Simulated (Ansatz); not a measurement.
Start from InP in the zinc blende structure (space group F-43m, No. 216; a = 5.960 Å).

Now apply this change: the cell is scaled by 0.9900 in all directions; the atoms relax in the strained cell.

The values are results of PBE (Ansatz, an electronic-structure program; PAW; 420 eV plane waves; without spin-orbit coupling), not measurements.

Base, band edges from the VBM (valence, conduction): X -2.16, 1.85; W -2.69, 4.18; L -0.90, 1.38; Γ 0.00, 0.44; K -1.80, 2.38; U -1.80, 2.38 eV.

Task: Give the band edges at the high-symmetry points of the new zone, measured from its valence-band maximum.

Result: 
```tsv
point	valence edge (eV)	conduction edge (eV)
Γ	0.00	0.61
X	-2.25	1.80
U	-1.88	2.37
K	-1.88	2.37
L	-0.94	1.46
W	-2.82	4.29
```

The gap is 0.61 eV, direct at Γ.

No phonon test of stability was made.
